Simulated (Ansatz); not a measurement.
Consider Co2Si (space group P4/nmm, No. 129; ferromagnetic; a hypothetical phase, not in the database extracts checked).

```xyz
6
Lattice="3.4060 0.0000 0.0000 0.0000 3.4060 0.0000 0.0000 0.0000 5.6940" Properties=species:S:1:pos:R:3 pbc="T T T"
Co     0.0000     0.0000     0.0000
Co     1.7030     1.7030     0.0000
Co     1.7030     0.0000     1.9545
Co     0.0000     1.7030     3.7395
Si     1.7030     0.0000     4.1761
Si     0.0000     1.7030     1.5178
```

All numbers come from Ansatz (an electronic-structure program), PBEsol, PAW, cutoff 420 eV, no SOC.

Base values:

```
Item                   Value
-------------------  -------
Lattice parameter a  3.406 Å
c/a ratio              1.672
Largest site moment  0.81 μB
Band gap                zero
```

The change: a hydrostatic pressure of 3 GPa.

Question: What does the calculation give for the lattice parameter a, c/a ratio, largest site moment and band gap after the change?

Answer: The lattice parameter a drops by 0.019 Å (3.406 Å → 3.387 Å); the c/a ratio rises by 0.005 to 1.677; the largest site moment is nearly the same (0.81 μB against 0.77 μB); the band gap remains zero.

The magnetic state is the one reached from the starting moments; the real material's order can differ, and small cells can't hold many antiferromagnetic ones. Load acts through the strain it causes; cell and atoms are relaxed under it. Whether these cells are dynamically stable was not tested.
